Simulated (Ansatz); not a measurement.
## What uniaxial strain ε_yy = +2.23 % does to hypothetical zinc blende NaI

The parent structure is NaI in the zinc blende structure (space group F-43m, No. 216; a = 7.088 Å; a hypothetical phase, not in the database extracts checked). Axes: x, y, z lie along the cube axes.

The change: uniaxial strain ε_yy = +2.23 %, all other strain components held at zero, atoms relaxed at fixed cell.

Calculations: DFT with r2SCAN, PAW potentials and a 500 eV plane-wave cutoff in Ansatz (an electronic-structure program), no spin-orbit coupling. k-mesh 8×8×8 (Γ-centred); smearing 0.05 eV (Fermi–Dirac).

| quantity | base | changed | shift |
|---|---|---|---|
| volume per atom | 44.51 Å³ | 45.50 Å³ | +0.99 Å³ |
| space group | F-43m (No. 216) | I-4m2 (No. 119) | – |
| energy relative to the base (free energy F) | 0 meV/atom | +0.9 meV/atom | +0.9 meV/atom |
| pressure (mean of the normal stresses, compression positive) | 0.00 GPa | -0.25 GPa | -0.25 GPa |
| band gap | 4.42 eV | 4.37 eV | -0.05 eV |
| gap character | direct at Γ | direct at Γ | – |
| electron mass | 0.36 mₑ (at Γ) | 0.37 mₑ (at Γ) | – |
| valence-band top at Γ (three highest levels, from the VBM) | 0.00, 0.00, 0.00 eV | 0.00, 0.00, -0.03 eV | – |
| valley order (the lowest conduction-band minima on the path, energy above the VBM, named in the base's zone) | Γ 4.42 eV; X along ⟨100⟩ 5.58 eV | Γ 4.37 eV; X along [001] 5.58 eV; X along [010] 5.59 eV | – |
| stress (xx, yy, zz, yz, xz, xy; compression positive) | – | (-0.23, -0.28, -0.23, 0.00, 0.00, 0.00) GPa | – |

Final structure:

```yaml
crystal:
  lattice:
    - [0.00000, 3.62300, 3.54397]
    - [3.54397, 0.00000, 3.54397]
    - [3.54397, 3.62300, 0.00000]
  atoms:
    - { symbol: I, position: [0.75000, 0.75000, 0.75000] }
    - { symbol: Na, position: [0.00000, 0.00000, 0.00000] }
```

With I present, leaving out spin-orbit coupling can change the band edges. Effective masses come from finite differences of ±0.01 Å⁻¹. Stability against distortions was not tested. k-point labels follow each cell's own Brillouin zone.
